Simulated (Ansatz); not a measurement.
Phonon-limited resistivity of PtCd (P4/mmm) against temperature in μΩ·cm, PBEsol, DFPT electron-phonon coupling, linearised Boltzmann equation (Ansatz, an electronic-structure program), harmonic crystal at a fixed cell. x, y and z are the axes of this cell:
```yaml
crystal:
  lattice:
    - [2.94049, 0.00000, 0.00000]
    - [0.00000, 2.94049, 0.00000]
    - [0.00000, 0.00000, 3.84538]
  atoms:
    - { symbol: Cd, position: [0.00000, 0.00000, 0.00000] }
    - { symbol: Pt, position: [0.50000, 0.50000, 0.50000] }
```

```json
[
 {"T": "50 K", "ρ (x, y)": "0.40", "ρ (z)": "0.24"},
 {"T": "77 K", "ρ (x, y)": "0.87", "ρ (z)": "0.51"},
 {"T": "100 K", "ρ (x, y)": "___", "ρ (z)": "0.74"},
 {"T": "150 K", "ρ (x, y)": "2.1", "ρ (z)": "___"},
 {"T": "200 K", "ρ (x, y)": "2.8", "ρ (z)": "1.67"},
 {"T": "250 K", "ρ (x, y)": "3.6", "ρ (z)": "2.1"},
 {"T": "273 K", "ρ (x, y)": "3.9", "ρ (z)": "2.3"},
 {"T": "300 K", "ρ (x, y)": "4.3", "ρ (z)": "2.6"},
 {"T": "350 K", "ρ (x, y)": "5.1", "ρ (z)": "3.0"},
 {"T": "400 K", "ρ (x, y)": "5.8", "ρ (z)": "3.5"}
]
```

Q: Complete the blanks.

A: 
- 100 K, ρ (x, y): 1.25
- 150 K, ρ (z): 1.22

A metal at this level (no band gap). Only scattering by harmonic phonons is included (no impurities, grain boundaries, electron-electron scattering or thermal expansion). Spin-orbit coupling is left out, which matters with elements this heavy. The run warned that the eigensolver left some states short of its tolerance. Halving the electron mesh (28x28x24) moves the resistivity by up to 5 %. Smearing 0.20 eV; phonons on a 5x5x4 q mesh, which this run doesn't test and which matters most at low temperature.

Computed structure with no diffraction record at hand here (it may be known, metastable or hypothetical): PtCd (P4/mmm).
